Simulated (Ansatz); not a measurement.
**Zinc-blende CaO (model structure): lattice constant a by level of theory**

No measured value is used here.

```csv
level (code),value (Å)
LDA (Ansatz),5.116
PBE (Ansatz),5.243
PBEsol (Ansatz),5.180
PBE-D3(BJ) (Ansatz),5.199
PBE-D4 (Ansatz),5.212
rVV10 (Ansatz),5.240
r²SCAN (Ansatz),5.212
```

Ansatz's density-functional and Hartree–Fock values are scalar-relativistic unless marked +SOC, with PAW data made under PBE.

A model structure was made by putting elements into a prototype or built by hand; it is no filed structure, need not be a known phase, and can be a saddle point held by its symmetry.

Ansatz is a quantum-chemistry and plane-wave program.
